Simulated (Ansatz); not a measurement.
What isotropic strain −3.00 % does to Hf

The parent structure is Hf in the hcp (Mg type) structure (space group P6_3/mmc, No. 194; a = 3.204 Å, c = 5.073 Å; relaxed with 0.1 eV smearing).

Modification: an isotropic linear strain of −3.00 %, atoms relaxed at fixed cell.

Method: Kohn–Sham DFT with the PBE functional, run in Ansatz (a quantum-chemistry and plane-wave program) with PAW and 420 eV plane waves, without spin-orbit coupling. Γ-centred 21×21×12 mesh, Fermi–Dirac width 0.1 eV.

```json
[
 {"quantity": "volume per atom", "base": "22.55 Å³", "changed": "20.58 Å³", "shift": "-1.97 Å³"},
 {"quantity": "space group", "base": "P6_3/mmc (No. 194)", "changed": "P6_3/mmc (No. 194)", "shift": "–"},
 {"quantity": "shortest interatomic distance", "base": "313.9 pm", "changed": "304.5 pm", "shift": "-9.4 pm"},
 {"quantity": "energy relative to the base (free energy F)", "base": "0 meV/atom", "changed": "+65 meV/atom", "shift": "+65 meV/atom"},
 {"quantity": "band gap", "base": "zero", "changed": "zero", "shift": "–"}
]
```

Whether these cells are dynamically stable was not tested. All final runs are without spin polarisation.
